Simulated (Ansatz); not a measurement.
## Effect of uniaxial stress, 5 GPa tension along x on GaN

The parent structure is GaN in the wurtzite structure (space group P6_3mc, No. 186; a = 3.1831 Å, c = 5.1836 Å). Axes: x lies along a and z along c of the hexagonal cell.

Now apply this change: uniaxial stress, 5 GPa tension along x; all other stress components relax to zero.

Calculations: r2SCAN in Ansatz (plane waves to 500 eV, PAW, without spin-orbit coupling). Settings: 12×12×7 k-points, 0.05 eV Fermi–Dirac smearing.

Volume per atom: 11.47 Å³ (base 11.37 Å³)
Space group: Cmc2_1 (No. 36) (base P6_3mc (No. 186))
Shortest interatomic distance: 1.948 Å (base 1.946 Å)
Energy relative to the base (free energy F): +3.0 meV/atom
Band gap: 2.25 eV (base 2.35 eV)
Gap character: direct at Γ (base direct at Γ)
Electron mass: 0.17 mₑ along k, 0.18 mₑ across (at Γ) (base 0.17 mₑ along c, 0.19 mₑ across (at Γ))
Hole mass: 0.18 mₑ along y, 2.1 mₑ across (at Γ)
Valence-band top at Γ (three highest levels, from the VBM): 0.00, -0.05, -0.12 eV (base 0.00, 0.00, -0.04 eV)
Strain response (xx, yy, zz): (+1.70, −0.55, −0.28) %
Secant Young's modulus along x: 290 GPa
Mean lateral Poisson ratio: 0.24

Final structure:

```
GaN
1.0
    3.23710     0.00000     0.00000
   -1.61855     2.74140     0.00000
    0.00000     0.00000     5.16936
Ga N
2 2
Cartesian
  1.61855   0.91704   0.00862
  0.00000   1.82436   2.59330
  1.61855   0.92590   3.22327
  0.00000   1.81550   0.63858
```

Masses are band curvatures over ±0.01 Å⁻¹ around the edge. Along k means along the line from Γ to the band edge. Beyond what the load breaks, stability against distortions was not tested. Labels are those of the standard path for the cell's own space group.

Ansatz is a quantum-chemistry and plane-wave program.
